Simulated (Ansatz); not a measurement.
# Convergence study of the k-point mesh at a smearing width of 0.3 eV for BaGa2H2 (P3m1, 5 atoms in the cell)

```
CELL_PARAMETERS angstrom
      4.51261     0.00000     0.00000
     -2.25631     3.90804     0.00000
      0.00000     0.00000     4.96539
ATOMIC_POSITIONS crystal
  Ba 0.00000 0.00000 0.01007
  Ga 0.33333 0.66667 0.46883
  Ga 0.66667 0.33333 0.53117
  H  0.33333 0.66667 0.13291
  H  0.66667 0.33333 0.86709
```

Level of theory: LDA (PW92), default PAW files made with PBE (plane waves; Ansatz, a quantum-chemistry and plane-wave program).

Base settings: basis.ecutwfc = 30.9 Ry; kpoints.mp_grid.grid = 9 9 7; hamiltonian.xc = lda; hamiltonian.pseudopotentials = {kind: paw} (the program's default PAW files); scf.occupations.method = fermi_dirac; scf.occupations.width = 0.0073 Ry.

In this ladder: scf.occupations.width = 0.022 Ry.

Only quantities that move along the ladder and can be compared are tabulated.

The count of work is k-points × plane waves × bands × iterations; it is no time. 

The starting cell comes from a database of computed structures (which also holds hypothetical and non-ambient phases and stackings), without a prior relaxation at this level. Its lattice was rescaled by up to half a per cent. One atom was moved a little off its site on purpose. In the base run, with a pressure of about -3 GPa the cell is away from its equilibrium volume at this level. Ansatz's pressure includes its estimate of the finite-basis (Pulay) stress.

| kpoints.mp_grid.grid | free energy less the last step's (meV/atom) | pressure (GPa) | largest difference of a force vector from the last step's (eV/Å) | count of work / last |
|---|---|---|---|---|
| 3 3 3 | 40.40 | -3.18 | 0.103 | 0.011 |
| 4 4 3 | 10.37 | -3.27 | 0.042 | 0.014 |
| 4 4 4 | 10.82 | -3.24 | 0.039 | 0.021 |
| 5 5 4 | 3.35 | -3.20 | 0.014 | 0.027 |
| 6 6 5 | 1.29 | -3.19 | 0.005 | 0.043 |
| 8 8 6 | 0.20 | -3.18 | 0.001 | 0.080 |
| 9 9 7 | 0.09 | -3.18 | 0.000 | 0.11 |
| 11 11 9 | 0.01 | -3.18 | 0.000 | 0.19 |
| 14 14 11 | 0.00 | -3.18 | 0.000 | 0.36 |
| 20 20 16 | 0.00 | -3.18 | 0.000 | 1.0 |

Coarsest kpoints.mp_grid.grid that holds the pressure within 0.05 GPa of the last step, with all finer ones: 5 5 4, at 0.027 of the last step's count of work; the step before is off by 0.06 GPa.

Coarsest kpoints.mp_grid.grid that holds the forces within 0.01 eV/Å of the last step, with all finer ones: 6 6 5, at 0.043 of the last step's count of work; the step before is off by 0.014 eV/Å.

Coarsest kpoints.mp_grid.grid that holds the free energy within 1 meV/atom of the last step, with all finer ones: 8 8 6, at 0.080 of the last step's count of work; the step before is off by 1.3 meV/atom.

Two neighbours can agree and both be off: 4 4 3 and 4 4 4 differ by 0.45 meV/atom in the free energy, yet lie about 11 meV/atom from the last step.

Keys are those of Ansatz 0.2.
